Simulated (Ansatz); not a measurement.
The parent structure is W in the bcc (W type) structure (space group Im-3m, No. 229; a = 3.1353 Å; relaxed with 0.1 eV smearing). Axes: x, y, z lie along the cube axes.

Method: LDA (Ansatz, an electronic-structure program), no SOC.

One thing is altered: compressive biaxial strain of 2.00 % in the plane normal to [001], as in epitaxy on a mismatched substrate; the out-of-plane cell vector and the atoms relax.

**Question.** Estimate the effect on the in-plane stress and out-of-plane strain.

**Answer.** The mean in-plane stress (compression positive) amounts to +12.8 GPa; the out-of-plane strain comes out as +1.69 %.

No phonon test of stability was made. All final runs are without spin polarisation.
